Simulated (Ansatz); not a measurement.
# How far to go with the k-point mesh at a smearing width of 0.02 eV: ZnPt (P4mm, 2 atoms in the cell)

```
CELL_PARAMETERS angstrom
      2.84231     0.00000     0.00000
      0.00000     2.84231     0.00000
      0.00000     0.00000     3.48408
ATOMIC_POSITIONS crystal
  Zn 0.50000 0.50000 0.51435
  Pt 0.00000 0.00000 0.00000
```

Level of theory: PBEsol, default PAW files made with PBE (plane waves; Ansatz, a quantum-chemistry and plane-wave program).

Base settings: basis.ecutwfc = 30.9 Ry; kpoints.mp_grid.grid = 12 12 10; hamiltonian.xc = pbesol; hamiltonian.pseudopotentials = {kind: paw} (the program's default PAW files); scf.occupations.method = fermi_dirac; scf.occupations.width = 0.0073 Ry.

In this ladder: scf.occupations.width = 0.0015 Ry.

Only quantities that move along the ladder and can be compared are tabulated.

The count of work is k-points × plane waves × bands × iterations; it is no time. 

The starting cell comes from a database of computed structures (which also holds hypothetical and non-ambient phases and stackings), without a prior relaxation at this level. Its lattice was rescaled by up to half a per cent. One atom was moved a little off its site on purpose. Spin polarisation is off. Ansatz's pressure includes its estimate of the finite-basis (Pulay) stress.

| kpoints.mp_grid.grid | free energy less the last step's (meV/atom) | pressure (GPa) | largest difference of a force vector from the last step's (eV/Å) | count of work / last |
|---|---|---|---|---|
| 4 4 4 | 13.65 | -1.36 | 0.038 | 0.017 |
| 5 5 4 | 11.64 | -0.97 | 0.012 | 0.014 |
| 6 6 5 | -4.95 | -1.43 | 0.001 | 0.024 |
| 7 7 6 | 6.50 | -1.31 | 0.007 | 0.032 |
| 9 9 7 | 3.68 | -1.24 | 0.003 | 0.048 |
| 10 10 9 | -0.43 | -1.40 | 0.003 | 0.083 |
| 13 13 10 | 2.18 | -1.49 | 0.002 | 0.13 |
| 15 15 13 | 1.11 | -1.41 | 0.001 | 0.20 |
| 19 19 15 | 0.23 | -1.45 | 0.001 | 0.35 |
| 22 22 18 | 0.03 | -1.44 | 0.000 | 0.62 |
| 27 27 22 | 0.00 | -1.45 | 0.000 | 1.0 |

Coarsest kpoints.mp_grid.grid that holds the free energy within 1 meV/atom of the last step, with all finer ones: 19 19 15, at 0.35 of the last step's count of work; the step before is off by 1.1 meV/atom.

Coarsest kpoints.mp_grid.grid that holds the forces within 0.01 eV/Å of the last step, with all finer ones: 6 6 5, at 0.024 of the last step's count of work; the step before is off by 0.012 eV/Å.

Coarsest kpoints.mp_grid.grid that holds the pressure within 0.05 GPa of the last step, with all finer ones: 10 10 9, at 0.083 of the last step's count of work; the step before is off by 0.20 GPa.

Keys are those of Ansatz 0.2.
